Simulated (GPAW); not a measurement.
## Quick settings and what they miss: GaSb (F-43m, 2 atoms in the cell)

Self-consistent single point.

```xyz
2
Lattice="0.0000 3.1327 3.1327 3.1327 0.0000 3.1327 3.1327 3.1327 0.0000" Properties=species:S:1:pos:R:3 pbc="T T T"
Ga     0.0000     0.0000     0.0000
Sb     4.6991     4.6991     4.6991
```

Method of the run: PBE, GPAW PAW datasets PBE (gpaw-data 1.0.1) (plane waves; GPAW).

Base settings: mode = pw; ecut = 600 eV; xc = PBE; kpts = 7 7 7; mesh shift (steps) = 0 0 0; occupations.name = methfessel-paxton; occupations.width = 0.2 eV; occupations.order = 1; nbands = -8; convergence.density = 1e-05 e/electron; symmetry.symmorphic = false; symmetry.tolerance = 0.0005.

Tight run (finer mesh or higher cutoff; not a proven limit): ecut: 600 eV → 840 eV; kpts: 7 7 7 → 10 10 10; convergence.density: 1e-05 e/electron → 4e-07 e/electron; convergence.energy: default → 6e-11 eV/electron; convergence.eigenstates: default → 6e-15. It gave Fermi level (on the code's own zero) 4.20 eV; pressure -1.08 GPa.

Quick runs, as changes from the base:
- A: the base itself
- B: ecut: 600 eV → 300 eV; kpts: 7 7 7 → 8 8 8; kpts_shift: 0 0 0 → 0.5 0.5 0.5
- C: ecut: 600 eV → 420 eV; kpts: 7 7 7 → 8 8 8; occupations.width: 0.2 eV → 0.136 eV
- D: ecut: 600 eV → 360 eV; xc: PBE → LDA; kpts: 7 7 7 → 1 1 1; convergence.density: 1e-05 e/electron → 0.0004 e/electron; convergence.energy: default → 6e-05 eV/electron; convergence.eigenstates: default → 6e-09; potentials: GPAW PAW datasets LDA (gpaw-data 1.0.1) [LDA (Perdew-Wang 92)]
- E: ecut: 600 eV → 480 eV; kpts: 7 7 7 → 2 2 2; occupations.width: 0.2 eV → 0.5 eV
- F: ecut: 600 eV → 360 eV; kpts: 7 7 7 → 3 3 3

Energies are extrapolated to zero smearing width, which holds to low order in the width alone.

Dashes: time of C, D, E, F, under 30 s; energy of D, another energy zero.

† marks runs with another functional, U, potentials or spin treatment: their distance from the tight run is not a convergence error alone.

The count of work is k-points × plane waves × bands × iterations; it is no time. Core times come from one kind of shared machine and are given to one figure; runs under 30 s give none.

The starting cell comes from a database of computed structures (which also holds hypothetical and non-ambient phases and stackings), without a prior relaxation at this level. Its lattice was rescaled by a random factor within 2.5 % of one. The run gives no clean gap (levels at the Fermi energy touch, overlap or are partly filled at this smearing), which alone does not show that the compound is a metal.

| run | energy less tight (meV/atom) | count of work / tight | core time / tight (rough) |
|---|---|---|---|
| A | 6.1 | 0.16 | 0.2 |
| B | 309.4 | 0.11 | 0.2 |
| C | 45.1 | 0.079 | – |
| D† | – | 0.0012 | – |
| E | 1082.4 | 0.017 | – |
| F | 404.2 | 0.0084 | – |

Among the runs at the tight run's level, the energy misses run from 6.1 to 1082.4 meV/atom.
